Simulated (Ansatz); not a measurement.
## Pressure series in As

Consider As in the A7 type structure (space group R-3m, No. 166; a = 3.784 Å, c = 10.107 Å (hexagonal axes); layered).

Cell and atoms are relaxed at each pressure.

All numbers come from PBE-D3(BJ)/PAW in Ansatz (a program for electronic structure), without spin-orbit coupling, earlier PAW set.

Candidates:
(a) pressure 0.3 GPa
(b) pressure 7.5 GPa
(c) pressure 3 GPa
(d) pressure 10 GPa
(e) pressure 5 GPa

Before the change:

c/a ratio: 2.671

Problem. Order them by c/a ratio, lowest first.

Solution. (d) pressure 10 GPa (2.538), (b) pressure 7.5 GPa (2.558), (e) pressure 5 GPa (2.584), (c) pressure 3 GPa (2.612), (a) pressure 0.3 GPa (2.665)

A case with no gap was solved on a k-mesh chosen for an insulator, which is coarse for it. Load acts through the strain it causes; cell and atoms are relaxed under it. No phonon test of stability was made. No other phases were tried under pressure.
